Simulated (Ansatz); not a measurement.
## How the lattice constant a of Mg2Sn (model structure, started from the cuprite type, Pn-3m, No. 224, 6 atoms in the cell) moves with the method

No measured value is used here.

| level (code) | value (Å) |
|---|---|
| PBE (Ansatz) | 6.297 |
| PBEsol (Ansatz) | 6.218 |
| PBE-D3(BJ) (Ansatz) | ? |

**Question.** Some entries are withheld; supply them.

**Answer.** 
- PBE-D3(BJ) (Ansatz, a quantum-chemistry and plane-wave program), value (Å): 6.207

Ansatz's density-functional and Hartree–Fock values are scalar-relativistic unless marked +SOC, with PAW data made under PBE.

A model structure was made by putting elements into a prototype or built by hand; it is no filed structure, need not be a known phase, and can be a saddle point held by its symmetry.
